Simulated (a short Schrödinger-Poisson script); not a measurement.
System: MOS inversion layer, SiO2 on p-type Si(110), at 400 K.

From the gate side: 2.9 nm SiO2; 880 nm Si, acceptors 2.4e17 cm⁻³.

Constants are typed, rounded textbook-type inputs, not results; the design itself was drawn at random and stands for no fabricated device. SiO2: permittivity 3.9, conduction-band edge (eV) 3.15, gap (eV) 9, electron mass (mₑ) 0.5. Si: permittivity 11.7, conduction-band edge (eV) 0, gap (eV) 1.124, Nv at 300 K (cm⁻³) 3.1e19.

Channel valleys (confinement mass, in-plane density-of-states mass, number): Δ4 0.315, 0.324, 4; Δ2 0.19, 0.417, 2. At the gate the conduction-band edge of layer 1 lies 3.16 eV − eVg above the Fermi level of the channel; the field vanishes at the back. Gaps are held at their typed values at every temperature. Mesh 0.03 nm at interfaces.

Solved with a short Schrödinger-Poisson script written for these runs: 1D Poisson equation in equilibrium, electrons quantum, Hartree (BenDaniel-Duke, 12 states a valley, the channel's in-plane mass for all, wave functions free to enter the dielectric), parabolic valleys, classical holes, full ionisation, no traps, pinning or gate leakage.

```csv
Vg (V),electrons (cm⁻²),C (μF/cm²),Δ4 E0 (meV from the Fermi level),Δ2 E0 (meV from the Fermi level)
0,6.07e9,0.167,294.9,307.9
0.1,5.64e10,0.294,217.3,230.9
0.2,2.75e11,0.579,161.9,176.1
0.3,6.72e11,0.758,130.2,145.3
0.4,1.16e12,0.847,110.5,126.4
0.5,1.70e12,0.897,96.5,113.2
0.6,2.27e12,0.929,85.8,103.3
0.7,2.85e12,0.953,77.1,95.4
0.8,3.45e12,0.970,69.8,88.8
0.9,4.06e12,0.984,63.5,83.2
1,4.67e12,0.996,57.9,78.2
1.1,5.30e12,1.01,52.9,73.9
1.2,5.93e12,1.01,48.3,69.9
1.3,6.56e12,1.02,44.2,66.3
1.4,7.20e12,1.03,40.3,63.0
1.5,7.84e12,1.03,36.7,60.0
1.6,8.49e12,1.04,33.4,57.2
1.7,9.14e12,1.04,30.2,54.5
```

Gate voltages with under 1e9 electrons/cm² are left out.

### Question
At Vg = 1.7 V the lowest Δ4 subband lies at 30.2 meV from the Fermi level. How many electrons does it hold, and what share of all?

### Answer
The two-dimensional density of states is g m/(πħ²) = 5.41e11 cm⁻² meV⁻¹ (both spins), kT = 34.5 meV, so n = D kT ln(1 + exp(−E/kT)) = 6.50e12 cm⁻², 0.71 of the 9.14e12 cm⁻² in all.

### Question
Compare the slope of the sheet density between 1.5 and 1.7 V with the geometric capacitance of the layers between gate and channel.

### Answer
q Δn/ΔV = 1.04 μF/cm²; ε0/Σ(t/ε) = 1.19 μF/cm². The ratio is 0.87: the channel acts as a further capacitance in series.
